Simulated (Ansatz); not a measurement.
Band structure of Mg₂Zn (Cmcm, 6 atoms in the cell).

```yaml
crystal:
  lattice:
    - [4.75342, -2.51125, 0.00000]
    - [4.75342, 2.51125, 0.00000]
    - [0.00000, 0.00000, 4.73874]
  atoms:
    - { symbol: Mg, position: [0.35113, 0.95921, 0.75000] }
    - { symbol: Mg, position: [0.64887, 0.04079, 0.25000] }
    - { symbol: Mg, position: [0.95921, 0.35113, 0.25000] }
    - { symbol: Mg, position: [0.04079, 0.64887, 0.75000] }
    - { symbol: Zn, position: [0.67546, 0.32454, 0.75000] }
    - { symbol: Zn, position: [0.32454, 0.67546, 0.25000] }
```

Computed with PBEsol, PAW files made with PBE (plane waves; Ansatz, a quantum-chemistry and plane-wave program).

Settings: kpoints.mp_grid.grid = 5 5 5; hamiltonian.xc = pbesol; hamiltonian.pseudopotentials = {kind: paw} (the program's default PAW files); scf.occupations.method = gaussian; scf.occupations.width = 0.272 eV; kpoints.band_path.npoints = 8.

The starting cell comes from a database of computed structures (which also holds hypothetical and non-ambient phases and stackings), without a prior relaxation at this level.

Levels in eV from the Fermi level, bands 29 to 36:
```tsv
point	29	30	31	32	33	34	35	36
Γ	-1.91	-1.69	-1.50	-0.96	-0.08	-0.07	0.09	3.89
X	-5.11	-0.09	0.44	0.62	0.67	0.77	1.07	1.14
S	-2.89	-2.77	-0.28	0.35	0.51	0.74	3.01	3.15
R	-4.28	-4.28	-1.63	-1.63	-0.60	-0.60	4.63	4.63
A	-3.80	-3.80	-3.44	-3.44	2.15	2.15	3.00	3.00
Z	-0.27	-0.27	-0.07	-0.07	0.30	0.30	1.25	1.25
Y	-2.45	-2.34	-0.81	0.48	0.57	0.60	3.58	3.62
X1	-5.11	-0.09	0.44	0.62	0.67	0.77	1.07	1.14
A1	-3.80	-3.80	-3.44	-3.44	2.15	2.15	3.00	3.00
T	-4.18	-4.18	-1.02	-1.02	0.02	0.02	4.91	4.91
```

Bands cross the Fermi level along this path, so the cell is metallic at this level.

Keys are those of Ansatz 0.2.
